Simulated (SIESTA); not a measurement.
# A short convergence ladder for CrGa₄ (Im-3m, 5 atoms in the cell)

```xyz
5
Lattice="-2.8130 2.8130 2.8130 2.8130 -2.8130 2.8130 2.8130 2.8130 -2.8130" Properties=species:S:1:pos:R:3 pbc="T T T"
Cr     0.0000     0.0000     0.0000
Ga     1.4065     1.4065    -1.4065
Ga     1.4065    -1.4065     1.4065
Ga     1.4065     1.4065     1.4065
Ga    -1.4065     1.4065     1.4065
```

Base method: LDA PW92, numerical atomic orbitals DZP, PseudoDojo LDA standard norm-conserving potentials (rewritten from UPF to PSML) in SIESTA.

Base settings: XC.functional = LDA; XC.authors = PW92; potentials = PseudoDojo LDA standard; PAO.BasisSize = DZP; PAO.EnergyShift = 0.005 Ry; MeshCutoff = 350 Ry; kgrid.MonkhorstPack = 4 4 4; OccupationFunction = FD; ElectronicTemperature = 1160.45 K; MaxSCFIterations = 150.

**The force threshold of a relaxation**

On CrGa₄ (I4mm, 5 atoms in the cell): one atom moved by 0.15 angstrom.

In this ladder: MD.TypeOfRun = Broyden; MD.Steps = 40.

The mesh stays at the base's, so the ladder's end is converged at best in this setting alone.

Only quantities that move along the ladder and can be compared are tabulated.

| MD.MaxForceTol | free energy less the last step's (meV/atom) | largest force left (eV/Å) | relaxation steps |
|---|---|---|---|
| 0.2 eV/Ang | 1.46 | 0.1855 | 3 |
| 0.1 eV/Ang | 0.07 | 0.0441 | 4 |
| 0.05 eV/Ang | 0.07 | 0.0441 | 4 |
| 0.03 eV/Ang | 0.00 | 0.0034 | 5 |
| 0.02 eV/Ang | 0.00 | 0.0034 | 5 |
| 0.01 eV/Ang | 0.00 | 0.0034 | 5 |
| 0.005 eV/Ang | 0.00 | 0.0034 | 5 |
| 0.002 eV/Ang | 0.00 | 0.0010 | 7 |
| 0.001 eV/Ang | 0.00 | 0.0009 | 12 |

Coarsest MD.MaxForceTol that holds the largest force left within 0.02 eV/Å of the last step, with all finer ones: 0.03 eV/Ang; the step before is off by 0.043 eV/Å.

Coarsest MD.MaxForceTol that holds the free energy within 1 meV/atom of the last step, with all finer ones: 0.1 eV/Ang; the step before is off by 1.5 meV/atom.

On the base run: the starting cell comes from a database of computed structures (which also holds hypothetical and non-ambient phases and stackings), without a prior relaxation at this level. Its lattice was rescaled by up to half a per cent. Spin polarisation is off. Values carry the incompleteness of an atom-centred basis. In the base run, with a pressure of about -5 GPa the cell is away from its equilibrium volume at this level.
